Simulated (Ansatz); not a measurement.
# Ho in the hcp (Mg type) structure (space group P6_3/mmc, No. 194; ferromagnetic)

```cif
data_Ho2
_chemical_formula_sum 'Ho2'
_space_group_name_H-M_alt 'P 1'
_space_group_IT_number 1
_cell_length_a 3.55545
_cell_length_b 3.55545
_cell_length_c 5.71678
_cell_angle_alpha 90.000
_cell_angle_beta 90.000
_cell_angle_gamma 120.000
loop_
_space_group_symop_operation_xyz
  'x, y, z'
loop_
_atom_site_label
_atom_site_type_symbol
_atom_site_fract_x
_atom_site_fract_y
_atom_site_fract_z
_atom_site_occupancy
Ho1 Ho 0.33333 0.66667 0.75000 1
Ho2 Ho 0.66667 0.33333 0.25000 1
```

The values are results of DFT with PBEsol, PAW potentials and a 420 eV plane-wave cutoff in Ansatz (a quantum-chemistry and plane-wave program), no spin-orbit coupling, not measurements. Settings: 15×15×8 k-points, 0.05 eV Fermi–Dirac smearing.

| Quantity | Result |
|---|---|
| Volume per atom | 31.29 Å³ |
| Density | 8.75 g/cm³ |
| Magnetic state | ferromagnetic |
| Total energy | -11207.791 eV/atom (σ→0; compares only within this code and set-up) |

Other magnetic orders, which the real material may have, were not ruled out. The 4f electrons are in the valence with no U and their state was not checked, so volumes and moments can be off. Whether these cells are dynamically stable was not tested.
